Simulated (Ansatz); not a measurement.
**Se with two functionals, biaxial strain +0.93 %, plane normal [001], relaxed out of plane**

The parent structure is Se (space group P3_121, No. 152; a = 4.5345 Å, c = 5.0415 Å; made of chains). Axes: x lies along a and z along c of the hexagonal cell.

(Cell as relaxed with PBE.)

Levels (all Ansatz, a first-principles code, PAW): PBE (420 eV, without spin-orbit coupling); r2SCAN (500 eV, without spin-orbit coupling).

Each level relaxes its own structure.

| base | PBE | r2SCAN |
|---|---|---|
| volume per atom | 29.92 Å³ | 29.25 Å³ |
| lattice parameter a | 4.535 Å | 4.506 Å |
| band gap | 1.04 eV | 1.33 eV |

Perturbation: biaxial strain +0.93 %, plane normal [001], relaxed out of plane (Cartesian); in-plane vectors clamped, the third vector and the atoms free.

| quantity | PBE | r2SCAN |
|---|---|---|
| smallest direct gap | 1.29 eV | [?] |
| ratio −ε⊥/ε∥ | 0.24 | [?] |
| gap character | indirect, L → H | [?] |

### Question
Predict the r2SCAN column.

### Answer

- smallest direct gap, r2SCAN: 1.61 eV
- ratio −ε⊥/ε∥, r2SCAN: 0.31
- gap character, r2SCAN: indirect, L → H

PBE's smallest direct gap lies 0.32 eV below r2SCAN's; PBE's ratio −ε⊥/ε∥ lies 0.07 below r2SCAN's; the two agree on the gap character. Neither level is exact; r2SCAN is the comparison here, not a measurement.

Stability against distortions was not tested. No dispersion term is included, though the crystal is made of layers, chains or molecules, so its spacings can come out too wide.
